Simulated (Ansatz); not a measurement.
**BN: response to strain**

Start from BN in the wurtzite structure (space group P6_3mc, No. 186; a = 2.5545 Å, c = 4.2246 Å).

Strains are applied to the cell and any free atomic positions relax.

All numbers come from DFT with PBE, PAW potentials and a 420 eV plane-wave cutoff in Ansatz (a quantum-chemistry and plane-wave program), scalar-relativistic without spin-orbit coupling.

```csv
isotropic strain (%),band gap (eV)
-3,5.03
-2.4,5.07
-1.8,5.11
-1.2,?
-0.6,5.19
0,5.23
```

Task: Fit E_g = E₀ + Dε (ε in %) to the rows shown and predict the withheld row.

Result: Least squares on the printed values gives E₀ = 5.23 eV, D = 66.7 meV per % of strain (largest residual 0.00 eV); this predicts 5.15 eV, and the run gives 5.15 eV, in agreement.

Stability against distortions was not tested.
